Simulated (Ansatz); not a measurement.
Effect of Ta → V on Ta

Take Ta in the bcc (W type) structure (space group Im-3m, No. 229; a = 3.305 Å) as the base.

Now apply this change: full substitution Ta → V, then cell and atoms are relaxed.

Computed with r2SCAN in Ansatz (plane waves to 500 eV, PAW, spin-orbit coupling left out), earlier PAW set. Γ-centred 22×22×22 mesh, Fermi–Dirac width 0.05 eV, for the changed cell.

```
quantity                        base          changed         shift
-------------------  ---------------  ---------------  ------------
volume per atom             18.05 Å³         13.30 Å³     -4.757 Å³
density                  16.64 g/cm³       6.36 g/cm³  -10.28 g/cm³
lattice parameter a       6.246 bohr       5.640 bohr  -0.6054 bohr
space group          Im-3m (No. 229)  Im-3m (No. 229)             –
band gap                        zero             zero             –
```

No phonon test of stability was made. Seeded moments were not kept for Ta → V. All final runs are without spin polarisation.

Ansatz is a first-principles code.
